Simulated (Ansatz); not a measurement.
The parent structure is LaN in the zinc blende structure (space group F-43m, No. 216; a = 5.5465 Å; a hypothetical phase, not in the database extracts checked). Axes: x, y, z lie along the cube axes.

Now apply this change: a pure shear with ε_xy = ε_yx = 0.0309, atoms relaxed at fixed cell.

Levels (all Ansatz, a first-principles code, PAW): PBEsol (420 eV, no spin-orbit coupling); HSE06 (420 eV, no spin-orbit coupling).

The geometry is relaxed with PBEsol.

- PBEsol band gap: 1.02 eV

### Question
Predict the band gap from HSE06.

### Answer
The band gap rises by 1.13 eV to 2.15 eV.

Single points use the geometry relaxed with PBEsol. HSE06 was sampled on its mesh, a few special points and the semilocal edge points, so its gap is an upper bound. The cells carry an imposed strain or load. Stability against distortions was not tested.
